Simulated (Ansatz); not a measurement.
The starting structures come from a database of crystals and need not be the phases stable at ambient conditions.

 Where the default PAW files enter, the runs use the earlier of Ansatz's two default sets.

Inside the gap of an insulator the Bloch states are evanescent, with a wavenumber k + iκ along the transport direction.

Consider the following.

```xyz
14
Lattice="5.8154 0.0000 0.0000 -1.9385 5.4829 0.0000 1.9385 2.7414 4.8907" Properties=species:S:1:pos:R:3 pbc="T T T"
Hf    -0.4846     4.4548     0.6113
Hf     1.4539     5.1402     3.0567
Hf     2.4231     2.3987     1.8340
Hf     4.3616     7.1962     4.2794
Hf     5.3308     1.3707     1.2227
Hf     4.3616     4.1121     3.6681
N      4.1361     1.7371     3.0991
N      5.1053     6.1207     2.4454
N      2.1976     3.1078     4.2370
N      4.0689     2.7414     0.0000
N      0.2591     3.3793     2.4454
N      3.1668     0.3664     0.6537
N      1.1612     2.7414     0.0000
N      3.1668     4.4786     1.7917
```

Space group of this cell: Fdd2. The cell is strained (lengths along the current scaled by 1.03, ions clamped); by r2SCAN its mean pressure is -9.8 GPa.

Transport runs along the normal of the first two printed cell vectors.

The gap is the functional's own, uncorrected, and κ follows it; spin-orbit coupling is left out. Mid-gap values are interpolated between the computed energies.

Compute, with Ansatz (a program for electronic structure) with r2SCAN, the band gap and the smallest decay constant κ at mid-gap.

Gap 1.31 eV on a 6×6×6 mesh; κ = 0.213 1/Å, at the zone centre.
